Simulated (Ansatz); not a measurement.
The parent structure is GaN (space group P4_2/mnm, No. 136; a = 5.470 Å, c = 3.183 Å; a hypothetical phase, not in the database extracts checked).

The change: a negative pressure, −1 GPa.

Levels (all Ansatz, a program for electronic structure, PAW): PBEsol (420 eV, scalar-relativistic without spin-orbit coupling); PBEsol+SOC (420 eV, spin-orbit coupling included).

The geometry is relaxed with PBEsol.

| Item | Value |
|---|---|
| PBEsol lowest conduction level above the VBM at special points | Γ 1.84 eV; X 4.10 eV; A 4.31 eV; M 4.57 eV |
| PBEsol pressure | -1.00 GPa |
| PBEsol electron mass | 0.17 mₑ (at Γ) |

Predict the lowest conduction level above the VBM at special points, valence-band top at Γ, pressure and electron mass from PBEsol+SOC.

The lowest conduction level above the VBM at special points goes from Γ 1.84 eV; X 4.10 eV; A 4.31 eV; M 4.57 eV to Γ 1.84 eV; X 4.10 eV; A 4.30 eV; M 4.57 eV; the valence-band top at Γ (three highest Kramers pairs, from the VBM) amounts to 0.00, -0.01, -0.12 eV; the pressure hardly moves (-1.00 GPa against -1.02 GPa); the electron mass remains 0.17 mₑ (at Γ).

Single points use the geometry relaxed with PBEsol. Differences between runs with and without spin-orbit coupling are approximate. The levels and masses belong to the bands next to the band gap. Load acts through the strain it causes; cell and atoms are relaxed under it. Masses are band curvatures over ±0.01 Å⁻¹ around the edge. No phonon test of stability was made.
